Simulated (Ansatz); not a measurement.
Fermi-surface figures of metals: Sn (I4_1/amd) under several functionals (Ansatz, a program for electronic structure, without spin-orbit coupling). The PBE cell:

```cif
data_Sn4
_chemical_formula_sum 'Sn4'
_space_group_name_H-M_alt 'I41/amd :1'
_space_group_IT_number 141
_space_group_name_Hall 'I 4bw 2bw -1bw'
_cell_length_a 5.96962
_cell_length_b 5.96962
_cell_length_c 3.19075
_cell_angle_alpha 90.000
_cell_angle_beta 90.000
_cell_angle_gamma 90.000
loop_
_atom_site_label
_atom_site_type_symbol
_atom_site_symmetry_multiplicity
_atom_site_Wyckoff_symbol
_atom_site_fract_x
_atom_site_fract_y
_atom_site_fract_z
_atom_site_occupancy
Sn1 Sn 4 a 0.00000 0.00000 0.00000 1
```
(The calculation used a cell of 2 atoms; values per cell refer to that cell.)

| Functional | cell relaxed with | volume (Å³/atom) | density of states at the Fermi level per atom | Drude plasma energy | root-mean-square Fermi velocity |
|---|---|---|---|---|---|
| PBE | PBE | 28.43 | 0.50 states/eV | 8.9 eV | 13.2 ×10⁵ m/s |
| PBEsol | PBEsol | 26.90 | 0.47 states/eV | 9.2 eV | 13.7 ×10⁵ m/s |
| r2SCAN | PBEsol | 26.90 | [?] | [?] | [?] |

Task: Given the cheaper levels, estimate the r2SCAN row.

Result: 
- r2SCAN, density of states at the Fermi level per atom: 0.43 states/eV
- r2SCAN, Drude plasma energy: 9.2 eV
- r2SCAN, root-mean-square Fermi velocity: 14.3 ×10⁵ m/s

For the density of states at the Fermi level per atom, PBE gives 0.50 states/eV and r2SCAN 0.43 states/eV: PBE lies 17 % above.

The PBE and r2SCAN rows stand on cells whose volumes differ by 5.7 %, so the difference holds the effect of the cell as well as that of the functional.

Metals at this level; values at 300 K, both spins, means over directions. As a rough test of the mesh, the Fermi surface's area from every second k point differs by up to 4 %. Spin-orbit coupling is left out.
